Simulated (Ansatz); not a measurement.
Input and output of a self-consistent single point for Ag₂NClO₃ (Pnma, 28 atoms in the cell) (Ansatz, an electronic-structure program).

Computed with LDA (PW92), default PAW files made with PBE (plane waves; Ansatz).

```yaml
crystal:
  lattice:
    - [6.61200, 0.00000, 0.00000]
    - [0.00000, 5.07705, 0.00000]
    - [0.00000, 0.00000, 12.40503]
  atoms:
    - { symbol: Cl, position: [0.38923, 0.75000, 0.08872] }
    - { symbol: Cl, position: [0.11077, 0.25000, 0.58872] }
    - { symbol: Cl, position: [0.88923, 0.75000, 0.41128] }
    - { symbol: Cl, position: [0.61077, 0.25000, 0.91128] }
    - { symbol: O, position: [0.20774, 0.25000, 0.29115] }
    - { symbol: O, position: [0.29226, 0.75000, 0.79115] }
    - { symbol: O, position: [0.70774, 0.25000, 0.20885] }
    - { symbol: O, position: [0.79226, 0.75000, 0.70885] }
    - { symbol: N, position: [0.35484, 0.25000, 0.35224] }
    - { symbol: N, position: [0.14516, 0.75000, 0.85224] }
    - { symbol: N, position: [0.85484, 0.25000, 0.14776] }
    - { symbol: N, position: [0.64516, 0.75000, 0.64776] }
    - { symbol: Ag, position: [0.26723, 0.25000, 0.03658] }
    - { symbol: Ag, position: [0.23277, 0.75000, 0.53658] }
    - { symbol: Ag, position: [0.76723, 0.25000, 0.46342] }
    - { symbol: Ag, position: [0.73277, 0.75000, 0.96342] }
    - { symbol: O, position: [0.42868, 0.46010, 0.38194] }
    - { symbol: O, position: [0.07132, 0.53990, 0.88194] }
    - { symbol: O, position: [0.92868, 0.03990, 0.11806] }
    - { symbol: O, position: [0.57132, 0.96010, 0.61806] }
    - { symbol: O, position: [0.57132, 0.53990, 0.61806] }
    - { symbol: O, position: [0.92868, 0.46010, 0.11806] }
    - { symbol: O, position: [0.07132, 0.96010, 0.88194] }
    - { symbol: O, position: [0.42868, 0.03990, 0.38194] }
    - { symbol: Ag, position: [0.14538, 0.75000, 0.25441] }
    - { symbol: Ag, position: [0.35462, 0.25000, 0.75441] }
    - { symbol: Ag, position: [0.64538, 0.75000, 0.24559] }
    - { symbol: Ag, position: [0.85462, 0.25000, 0.74559] }
```

Reference input (self-consistent single point, DFT, LDA (PW92), plane waves, default PAW files made with PBE): basis.ecutwfc = 420 eV; kpoints.mp_grid.grid = 3 4 2; hamiltonian.xc = lda; hamiltonian.pseudopotentials = {kind: paw} (the program's default PAW files); scf.occupations.method = cold; scf.occupations.width = 0.2 eV. This run's input differs from it in these lines:

Ansatz 0.2 input:
```diff
@@ -35,3 +35,3 @@
 basis:
-  ecutwfc: 420.0
+  ecutwfc: 735.0
 kpoints:
```

The program printed (abridged):

```
SCF iter   1: F=—  HF=-71976.924416 eV  |F-HF|=—  |Δ(HF+E_count)|=         —  Δρ=1.42e-2  dr2=7.59e-1  ethr=1.77e-3  ⟨swp⟩=6.1  Hψ=7719  notcnv=0  defer=9
all-band conjugate gradients solve this SCF's bands
preconditioner: auto → Resta (q_TF=auto, 2.541 Å⁻¹)
SCF iter   2: F=—  HF=-71976.704255 eV  |F-HF|=—  |Δ(HF+E_count)|=   2.20e-1  S|Δr|=   4.06e-5  Δρ=4.98e-3  dr2=8.94e-2  ethr=2.79e-4  ⟨swp⟩=2.2  Hψ=3303  notcnv=0  defer=10
   [... lines left out ...]
SCF iter   7: F=—  HF=-71976.675057 eV  |F-HF|=—  |Δ(HF+E_count)|=   2.66e-4  S|Δr|=   5.21e-9  Δρ=5.46e-5  dr2=1.29e-5  ethr=1.92e-8  ⟨swp⟩=2.0  Hψ=2969  notcnv=0  defer=10
SCF iter   8: F=—  HF=-71976.675057 eV  |F-HF|=—  |Δ(HF+E_count)|=   5.32e-7  S|Δr|=   1.47e-9  Δρ=1.25e-5  dr2=9.33e-7  ethr=4.74e-9  ⟨swp⟩=2.0  Hψ=2836  notcnv=0  defer=10
SCF iter   9: F=-71976.675057 eV  HF=-71976.675057 eV  |F-HF|=3.41e-8  |Δ(HF+E_count)|=   9.51e-8  S|Δr|=   3.47e-9  Δρ=3.94e-6  dr2=8.97e-8  ethr=3.68e-11  ⟨swp⟩=10.8  Hψ=10075  notcnv=0
SCF 1 converged in 9 iterations: F = -71976.675057 eV  dr2 = 8.97e-8
Stability not checked (fill_not_monotonic)
Free energy (F): -71976.675057 eV
F+E_penalty+E_count: -71976.675059 eV  (lagrangian_ev)
Internal energy: -71976.675057 eV  (E = F + TS)
E sigma→0 (E₀):  -71976.675057 eV
Entropy (-TS):   0.000000 eV (0.000 meV/atom)
Fermi energy:    7.588334 eV
--- Forces (eV/Å), atoms counted from 1 ---
  atom   1  Cl     0.06470752    -0.00000000     0.13085340
  atom   2  Cl    -0.06470752     0.00000000     0.13085340
  atom   3  Cl     0.06470752    -0.00000000    -0.13085340
   [... lines left out ...]
  atom  28  Ag     0.01259708    -0.00000000     0.02024208
--- Stress (GPa, compression-positive) ---
       -2.504802       0.000000       0.000000
        0.000000      -1.467550       0.000000
        0.000000       0.000000      -2.868981
  P = ⅓ Tr σ = -2.2804 GPa (-22.804 kbar)
  The stress holds the Pulay correction. Without it, at fixed plane waves, as pw.x and ABINIT print it: P = -2.2941 GPa
```

The run converged in 9 iterations. Against the reference run the free energy goes down by 6.4 meV/atom, the pressure moves little (-2.25 to -2.28 GPa), the largest force goes from 1.601 to 1.585 eV/Å and the gap on the mesh stays at 1.480 eV.

The starting cell comes from a database of published, mostly measured structures (it also holds non-ambient and calculated ones), without a prior relaxation at this level. Its lattice was rescaled by a random factor within 2.5 % of one. Forces in this geometry exceed 1 eV/Å. Ansatz's pressure includes its estimate of the finite-basis (Pulay) stress.

Cost on one core of a shared machine: roughly 2 min.
